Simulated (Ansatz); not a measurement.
**SiO2 (model structure, started from the cotunnite type, Cmce, No. 64, 12 atoms in the cell)**

Method: HSE06 (Ansatz, an electronic-structure program, plane waves, PAW).

Run with plane-wave cutoff 460 eV, 6×8×2 k mesh (along the axes of the cell as run), Fermi–Dirac smearing 0.01 eV, scalar-relativistic PAW data made under PBE.

Cell (relaxed with PBEsol):

O2Si has the orthorhombic space group Cmce (No. 64), Pearson symbol oS12. Lattice parameters: a = 2.6789 Å, b = 4.6395 Å, c = 10.9572 Å, α = 90.00°, β = 90.00°, γ = 90.00°. Si on 4a sees 6 O at 1.796 Å (octahedral). O on 8f is surrounded by 3 Si at 1.796 Å (trigonal pyramidal). (Neighbours: up to the widest gap in distance over summed covalent radii, below 1.35, at either atom.)

```json
{
  "band_gap": "8.46 eV (indirect)",
  "smallest_direct_gap_on_the_k_points_sampled": "8.95 eV"
}
```

Note: the relaxation could raise the start's symmetry but not lower it, so the cell can be a saddle point; cell and atoms aren't relaxed at this level (largest force component 0.48 eV/Å, pressure -4.1 GPa); the cell has widely spaced layers and the level no dispersion term, so their spacing and the moduli can rest on weak binding.

The computed numbers hold no vibrational or temperature effects.

A model structure was made by putting elements into a prototype or built by hand; it is no filed structure, need not be a known phase, and can be a saddle point held by its symmetry.
